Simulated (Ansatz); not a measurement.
# PbO: energy against strain

PbO (litharge, P4/nmm, 20.318 Å³/atom at rest, c along z) under an equal strain ε in the (001) plane with the normal axis free, as in a coherent film. PBE-D3(BJ) in Ansatz, a plane-wave DFT program (PAW, default set), 420 eV, 8×8×7 Γ-centred mesh, Fermi-Dirac smearing 0.05 eV; ions are relaxed within the symmetry of each cell.

Here s stands for strain and y for E less E0.

```csv
strain (%),E less E0 (meV/atom)
-3.00,?
-1.20,2.02
-0.60,0.49
0.00,0.00
0.60,0.47
1.20,1.84
```

Fit y of the 5 rows that show it with a parabola. Least squares gives y = -0.002 - 0.0633·s + 1.3413·s². Residuals (row less fit): 0.015, -0.029, 0.002, 0.027, -0.014; standard error 0.031 (degrees of freedom: 2). Twice the quadratic coefficient over the volume, 2 × 1.3413 meV × 10⁴ × 0.1602 / 20.318 Å³, is twice the biaxial elastic modulus of this plane = 212 ± 4 GPa.

Problem. What does the fit predict for y at s = -3.00, and how far is the calculated value from it?

Solution. y = -0.002 - 0.0633 × (-3.0) + 1.3413 × (-3.0)² = 12.260 meV/atom. The calculation gives 13.36 meV/atom, 1.100 meV/atom above the prediction (8.2 % of the range of y in the table). The row lies outside the fitted rows, so this is an extrapolation. From the scatter of the fitted rows alone, a prediction at this place has a standard error of 0.202 meV/atom, so the miss is 5.4 times that.

One order more, fitted to all 11 runs of the series, follows each within 0.01, so the miss is the next term of a smooth law. Rows are the converged runs of the series near zero and its far end; series whose fitted rows scatter by over a few per cent of the range, as at a crossing or softening among them, aren't shown in this form. Most that stay on the fit to the last digits aren't either.
